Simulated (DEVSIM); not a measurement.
illuminated Ge n-on-p cell, one wavelength

Structure: illuminated Ge n-on-p cell, one wavelength, at 400 K.

```csv
layer (left to right),material,thickness (μm),Nd (cm⁻³),Na (cm⁻³),τn (s),τp (s),absorption coefficient (cm⁻¹)
1,Ge,0.490,4.3e18,-,1.5e-5,8.4e-6,570
2,Ge,95.0,-,1.9e17,0.00035,0.00035,570
```

Left contact: ohmic, minority hole recombination velocity 6e6 cm/s. Right contact: ohmic, minority electron recombination velocity 200 cm/s. Voltage is applied to the left contact. Recombination: SRH at mid-gap, radiative, Auger. Light enters at the left, 2.9e18 photons cm⁻² s⁻¹, one pass, no reflection. Mobility is μmin + (μ − μmin)/(1 + (N/Nref)^α).

The device is made up for the run: typed textbook-type constants, with dimensions and the other settings drawn at random. Values at 300 K; Nc and Nv go as T^1.5, mobilities as T to minus their exponent, the gap by Varshni's rule with the affinity fixed.

| parameter | Ge |
|---|---|
| gap (eV) | 0.664 |
| affinity (eV) | 4 |
| permittivity | 16 |
| Nc (cm⁻³) | 1.04e19 |
| Nv (cm⁻³) | 6e18 |
| μn (cm²/Vs) | 3900 |
| μp (cm²/Vs) | 1900 |
| μn,min | 150 |
| μp,min | 100 |
| Nref,n | 2.6e17 |
| Nref,p | 4e17 |
| αn | 0.56 |
| αp | 0.6 |
| T exponent of μn | 1.66 |
| T exponent of μp | 2.33 |
| B (cm³/s) | 6.4e-14 |
| Cn (cm⁶/s) | 1e-31 |
| Cp (cm⁶/s) | 1e-31 |
| Varshni α (eV/K) | 0.000477 |
| Varshni β (K) | 235 |

Model (solved in DEVSIM): 1D drift-diffusion, Boltzmann statistics, complete ionisation; no tunnelling, impact ionisation, image-force lowering or self-heating.

```
Property                                                  Result
---------------------------------------------------  -----------
Potential step across the device at zero bias            0.445 V
Largest field in the device at zero bias             150000 V/cm
Dark forward voltage at 1 A/cm²                          0.147 V
Dark forward voltage at 100 A/cm²                        0.336 V
Short-circuit current                                 451 mA/cm²
Open-circuit voltage                                     0.119 V
Fill factor                                                 0.47
Largest power                                        25.5 mW/cm²
Share of generated pairs collected at short circuit        0.975
```

Dark forward current:

```
V (V)  J (A/cm²)
-----  ---------
-0.05     -0.048
-0.10      -0.25
-0.15       -1.1
-0.20       -4.5
-0.25        -17
-0.30        -51
-0.35       -130
-0.40       -300
-0.45       -680
-0.50      -1400
-0.55      -2700
```

Current under light (generator sign):

| V (V) | J (mA/cm²) |
|---|---|
| 0.00 | 451 |
| 0.02 | 440 |
| 0.04 | 419 |
| 0.06 | 382 |
| 0.08 | 317 |
| 0.10 | 200 |
| 0.12 | -7.15 |
